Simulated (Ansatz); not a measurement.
The starting structures come from a database of crystals and need not be the phases stable at ambient conditions.

Tunnelling through a barrier is set by its complex band structure: the current falls as exp(−2κd) with the smallest κ.

```
CdMgTe2
1.0
    4.61119     0.00000     0.00000
   -2.30559     7.62372     0.00000
    2.30559     0.69727     3.81410
Mg Cd Te
1 1 2
Direct
  0.00164   0.50246   0.49918
  0.99899   0.99848   0.00051
  0.74677   0.62015   0.12662
  0.75258   0.12887   0.62371
```

Space group of this cell: Cm. The cell is strained (lengths along the current scaled by 0.97, ions clamped).

Transport runs along the normal of the first two printed cell vectors.

The gap is the functional's own. No spin-orbit coupling. Mid-gap values are interpolated on the energy grid.

Q: Compute, with PBEsol (Ansatz, an electronic-structure program), the band gap and the smallest decay constant κ at mid-gap.

A: Gap 1.24 eV on a 8×8×8 mesh; κ = 0.090 1/Å, at the zone centre.
